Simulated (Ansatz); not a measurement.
The structure below was relaxed with PBEsol, PAW, 420 eV (Ansatz, a quantum-chemistry and plane-wave program; no spin-orbit coupling), at pressure −2 GPa.

```yaml
crystal:
  lattice:
    - [1.40918, 0.81359, 5.91152]
    - [-1.40918, 0.81359, 5.91152]
    - [0.00000, -1.62718, 5.91152]
  atoms:
    - { symbol: Co, position: [0.50000, 0.50000, 0.50000] }
    - { symbol: Pt, position: [0.00000, 0.00000, 0.00000] }
    - { symbol: O, position: [0.11232, 0.11232, 0.11232] }
    - { symbol: O, position: [0.88768, 0.88768, 0.88768] }
```

Task: Find the space group and the Wyckoff positions.

Result: Space group R-3m, hexagonal axes (No. 166); a = 2.818 Å, b = 2.818 Å, c = 17.735 Å, α = 90.00°, β = 90.00°, γ = 120.00°

| atom | site | symmetry | x | y | z |
|---|---|---|---|---|---|
| Co | 3b | -3m | 0.0000 | 0.0000 | 0.5000 |
| Pt | 3a | -3m | 0.0000 | 0.0000 | 0.0000 |
| O | 6c | 3m | 0.0000 | 0.0000 | 0.1123 |

Task: Describe the coordination.

Result: The crystal has 12 atoms in its conventional cell. Cell: a = 2.8184 Å, b = 2.8184 Å, c = 17.7346 Å, α = 90.00°, β = 90.00°, γ = 120.00°. Co has 6 O at 1.891 Å (octahedral). Pt is surrounded by 2 O at 1.992 Å (linear). O has 3 Co at 1.891 Å and 1 Pt at 1.992 Å (tetrahedral). (Neighbours: up to the widest gap in distance over summed covalent radii, below 1.35, at either atom; cation-cation and far metal-metal contacts left out.)

Load acts through the strain it causes; cell and atoms are relaxed under it. Stability against distortions was not tested. No Hubbard U is applied and the magnetic state is the run's own (CoPtO2 not spin-polarised); small cells can't hold the antiferromagnetic order that many such compounds have, so gaps and moments can be off. All final runs are without spin polarisation. The cell was made from CoPtO₂ (space group R-3m, No. 166; non-magnetic) by this change: pressure −2 GPa.
